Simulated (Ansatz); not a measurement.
## NbAs: pressure series

Consider NbAs (space group I4_1md, No. 109; a = 3.4736 Å, c = 11.7487 Å).

Cell and atoms are relaxed at each pressure.

Levels (all Ansatz, an electronic-structure program, PAW): PBE (420 eV, scalar-relativistic without spin-orbit coupling); r2SCAN (500 eV, spin-orbit coupling left out).

The base cell above is that of PBE; each level relaxes its own structures.

```json
[
 {"case": "pressure 0.3 GPa", "volume per atom, PBE": "17.69 Å³", "volume per atom, r2SCAN": "17.55 Å³"},
 {"case": "pressure 0.7 GPa", "volume per atom, PBE": "17.64 Å³", "volume per atom, r2SCAN": "17.51 Å³"},
 {"case": "pressure 1.5 GPa", "volume per atom, PBE": "17.56 Å³", "volume per atom, r2SCAN": "17.43 Å³"},
 {"case": "pressure 3 GPa", "volume per atom, PBE": "17.40 Å³", "volume per atom, r2SCAN": "17.29 Å³"},
 {"case": "pressure 5 GPa", "volume per atom, PBE": "17.21 Å³", "volume per atom, r2SCAN": "17.10 Å³"}
]
```

PBE lies above r2SCAN in every row, by 0.10 Å³ to 0.13 Å³. They put the cases in the same order.

Load acts through the strain it causes; cell and atoms are relaxed under it. Stability against distortions was not tested. No other phases were tried under pressure. All final runs are without spin polarisation.
